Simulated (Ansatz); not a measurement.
Input:

```
CELL_PARAMETERS angstrom
      3.18259     0.00000     0.00000
     -1.59130     2.75621     0.00000
      0.00000     0.00000     5.18548
ATOMIC_POSITIONS crystal
  Ga 0.66667 0.33333 0.00061
  Ga 0.33333 0.66667 0.50061
  N  0.66667 0.33333 0.62459
  N  0.33333 0.66667 0.12459
```

No spin polarisation.

0.318 holes added to each cell, a density of 7.0×10^21 cm⁻³, with a uniform compensating background at fixed cell and a 300 K Fermi–Dirac width.

Method: DFT with PBEsol, PAW potentials and a 420 eV plane-wave cutoff in Ansatz (an electronic-structure program), spin-orbit coupling left out. k-mesh 21×21×12 (Γ-centred); smearing 0.0259 eV (Fermi–Dirac).

Problem. Predict the Fermi level relative to the doped band's edge (positive inside the band; to 0.05 eV).

Solution. +0.45 eV.

Problem. Predict the gap between the host's bands.

Solution. 2.03 eV.

Charged cell with a jellium background: band edges are those of the host's band count, energies are not comparable with the neutral cell, and many-body gap narrowing is missing. Stability against distortions was not tested. The cell was made from GaN in the wurtzite structure (space group P6_3mc, No. 186) by this change: holes 7.0×10^21 cm⁻³.
